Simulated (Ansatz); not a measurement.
A calculation on cubic perovskite CsSnI₃ (cubic high-temperature phase) returned lattice constant a 6.289 Å, bulk modulus 15.0 GPa.

**Question.** Which level of theory produced these numbers?
A. PBE+SOC (Ansatz, an electronic-structure program)
B. LDA (Ansatz)
C. r²SCAN (Ansatz)
D. PBEsol+SOC (Ansatz)

**Answer.** A, PBE+SOC (Ansatz)

The others give: LDA 6.034 Å, 21.0 GPa; PBEsol+SOC 6.135 Å, 18.0 GPa; r²SCAN 6.224 Å, 17.5 GPa.

Unless a cell is named, each level is at its own relaxed cell (LDA 43.95, PBE+SOC 49.75, PBEsol+SOC 46.19, r²SCAN 48.23 Å³/atom).

Caveats: the relaxation could not lower the start's symmetry, so the cell can be a saddle point above a distorted one (LDA, PBEsol+SOC, r²SCAN, PBE+SOC). Ansatz's density-functional and Hartree–Fock values are scalar-relativistic unless marked +SOC, with PAW data made under PBE.
